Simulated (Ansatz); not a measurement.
Response to strain in HgS

The parent structure is HgS in the zinc blende structure (space group F-43m, No. 216).

```
HgS
1.0
    0.00000     2.93793     2.93793
    2.93793     0.00000     2.93793
    2.93793     2.93793     0.00000
Hg S
1 1
Direct
  0.00000   0.00000   0.00000
  0.25000   0.25000   0.25000
```

Cartesian axes are those of the cell as printed.

Strains are applied to the cell and any free atomic positions relax.

Calculations: plane-wave PAW DFT at the PBEsol level (Ansatz, a first-principles code, 420 eV), scalar-relativistic without spin-orbit coupling.

Notes on the quantities. energy relative to the base: free energy F; pressure: mean of the normal stresses, compression positive.

```json
[
 {"case": "base", "energy relative to the base": "0 meV/atom", "pressure": "0.0 GPa", "volume per atom": "25.36 Å³"},
 {"case": "tensor shear ε_xy = +1.71 %", "energy relative to the base": "+2.3 meV/atom", "pressure": "0.0 GPa", "volume per atom": "25.35 Å³"},
 {"case": "tensor shear ε_xy = +0.29 %", "energy relative to the base": "+0.1 meV/atom", "pressure": "0.0 GPa", "volume per atom": "25.36 Å³"},
 {"case": "tensor shear ε_xy = +1.14 %", "energy relative to the base": "?", "pressure": "0.0 GPa", "volume per atom": "25.36 Å³"},
 {"case": "tensor shear ε_xy = +0.86 %", "energy relative to the base": "?", "pressure": "0.0 GPa", "volume per atom": "25.36 Å³"},
 {"case": "tensor shear ε_xy = +1.43 %", "energy relative to the base": "?", "pressure": "0.0 GPa", "volume per atom": "25.35 Å³"},
 {"case": "tensor shear ε_xy = +0.57 %", "energy relative to the base": "+0.3 meV/atom", "pressure": "0.0 GPa", "volume per atom": "25.36 Å³"},
 {"case": "tensor shear ε_xy = +2.00 %", "energy relative to the base": "?", "pressure": "-0.1 GPa", "volume per atom": "25.35 Å³"}
]
```

**Question.** Some entries are withheld; estimate them.

**Answer.** 
- tensor shear ε_xy = +1.14 %, energy relative to the base: +1.0 meV/atom
- tensor shear ε_xy = +0.86 %, energy relative to the base: +0.6 meV/atom
- tensor shear ε_xy = +1.43 %, energy relative to the base: +1.6 meV/atom
- tensor shear ε_xy = +2.00 %, energy relative to the base: +3.1 meV/atom

Stability against distortions was not tested. All final runs are without spin polarisation.
